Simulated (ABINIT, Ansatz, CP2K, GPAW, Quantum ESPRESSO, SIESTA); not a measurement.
**RbSr3 (I4/mmm, 4 atoms in the cell) computed with different codes at matched settings**

Self-consistent single point.

```
RbSr3
1.0
   -3.09065     3.09065     6.37601
    3.09065    -3.09065     6.37601
    3.09065     3.09065    -6.37601
Rb Sr
1 3
Direct
  0.00000   0.00000   0.00000
  0.75000   0.25000   0.50000
  0.25000   0.75000   0.50000
  0.50000   0.50000   0.00000
```

All programs got the same cell, k-point mesh and kind of occupations (in Ansatz's words: kpoints.mp_grid.grid = 5 5 5; scf.occupations.method = fermi_dirac; scf.occupations.width = 0.1 eV); potentials, basis and cutoffs are each program's usual ones.

```tsv
code	model	pressure (GPa)	k-points	cutoff
ABINIT	PBEsol, norm-conserving pseudopotentials (PseudoDojo nc-sr-04 PBEsol standard)	-0.46	18	925 eV
Quantum ESPRESSO	PBEsol, PseudoDojo standard norm-conserving (PBESOL) pseudopotentials	-0.46	18	70 Ry
Ansatz	PBEsol, PAW files made with PBE	-0.45	18	420 eV
CP2K	PBEsol, GPW, DZVP-MOLOPT-SR-GTH basis, GTH-PBE potentials (GTH_POTENTIALS)	-0.19	63	grid 500 Ry
SIESTA	GGA PBEsol, numerical atomic orbitals DZP, PseudoDojo PBEsol standard norm-conserving potentials (rewritten from UPF to PSML)	1.49	63	grid 300 Ry
GPAW	PBEsol, GPAW PAW datasets PBEsol (made by gpaw-setup)	-0.45	18	550 eV
```

The spread over the programs that give each value: pressure within 1.95 GPa.

The starting cell comes from a database of computed structures (which also holds hypothetical and non-ambient phases and stackings), without a prior relaxation at this level.

Question: Why do the programs differ, and what cannot be compared?

Answer: Differences of this kind can come from the potentials, where these differ, and from what each basis and cutoff leave unconverged. The zero of total energies and Fermi levels follows the potentials and each program's conventions, so they are not compared here. CP2K and SIESTA use small atom-centred bases, whose incompleteness enters pressures, forces and empty levels differently from a plane-wave cutoff. Ansatz's pressure is given at a fixed set of plane waves, as the other plane-wave codes print theirs. The programs reduce the same mesh by symmetry to different extents, which changes the work and not the result. In the pressure, SIESTA (by 1.95) lies more than 1 GPa from the median of the plane-wave programs.

Left out of this page: Elk and FLEUR (not drawn, or without a comparable value).

Ansatz is an electronic-structure program.

Keys are those of Ansatz 0.2.
